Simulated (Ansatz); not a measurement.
Input:

End structure of a constructed model of the (111) surface of fcc Al, a layer of Rh in place of the second plane (bottom of the slab: a bare face, its two planes held):

```yaml
crystal:
  lattice:
    - [2.85810, 0.00000, 0.00000]
    - [-1.42905, 2.47518, 0.00000]
    - [0.00000, 0.00000, 28.00000]
  atoms:
    - { symbol: Al, position: [0.33333, 0.66667, 0.28714] }
    - { symbol: Al, position: [0.66667, 0.33333, 0.37048] }
    - { symbol: Al, position: [0.00000, 0.00000, 0.45372] }
    - { symbol: Al, position: [0.33333, 0.66667, 0.53684] }
    - { symbol: Rh, position: [0.66667, 0.33333, 0.60645] }
    - { symbol: Al, position: [0.00000, 0.00000, 0.67710] }
```

Slab: 6 atoms, 11.9 Å thick at the start with caps and adatoms (thin: gaps and levels are the slab's own); k 15x15x1, smearing 0.1 eV, dipole-corrected; 2 atoms held, the rest relaxed; start symmetry kept, larger cells not searched; no spin, no spin-orbit, no U. In PBE it lies 0.20 eV a 1x1 cell over the lowest computed structure of the same composition (a layer of Rh in place of the third plane).

### Question
Predict the work function of the top face from PBE (Ansatz, a first-principles code).

### Answer
4.33 eV
